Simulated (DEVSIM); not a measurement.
Device: TaN/Al2O3/SiO2/p-Si capacitor, at 400 K.

```
layer (left to right)  material  thickness (nm)  Na (cm⁻³)
---------------------  --------  --------------  ---------
1                         Al2O3            14.0          -
2                          SiO2           0.990          -
3                            Si            2400     5.9e16
```

Metal gate on the left, work function 4.4 eV. Fixed charge at the semiconductor interface 1.4e10 cm⁻² (in units of +e); no interface traps.

This is a model device: material constants are rounded textbook-type values typed into the input, and sizes, dopings and lifetimes were drawn at random. Values at 300 K; Nc and Nv go as T^1.5, mobilities as T to minus their exponent, the gap by Varshni's rule with the affinity fixed.

```csv
parameter,Al2O3,SiO2,Si
gap (eV),6.8,9,1.124
affinity (eV),1.35,0.9,4.05
permittivity,9,3.9,11.7
Nc (cm⁻³),-,-,2.86e19
Nv (cm⁻³),-,-,3.1e19
Varshni α (eV/K),-,-,0.000473
Varshni β (K),-,-,636
```

DEVSIM, 1D Poisson equation in equilibrium, Boltzmann statistics, complete ionisation; no quantum confinement or tunnelling. Metal contacts follow the ideal Schottky-Mott rule: no Fermi-level pinning, no interface dipoles.

**Question.** Give the band bending (positive: bands bend down) and minority sheet density.

**Answer.** 
| Vg (V) | ψs (V) | minority carriers (cm⁻²) |
|---|---|---|
| -2.2 | -0.228 | < 1e8 |
| -1.9 | -0.213 | < 1e8 |
| -1.6 | -0.194 | < 1e8 |
| -1.3 | -0.170 | < 1e8 |
| -1 | -0.133 | < 1e8 |
| -0.7 | -0.069 | < 1e8 |
| -0.4 | 0.066 | < 1e8 |
| -0.1 | 0.279 | < 1e8 |
| 0.2 | 0.521 | 7.6e8 |
| 0.5 | 0.722 | 1.9e11 |
| 0.8 | 0.788 | 8.9e11 |
| 1.1 | 0.820 | 1.7e12 |
| 1.4 | 0.843 | 2.5e12 |
| 1.7 | 0.859 | 3.4e12 |
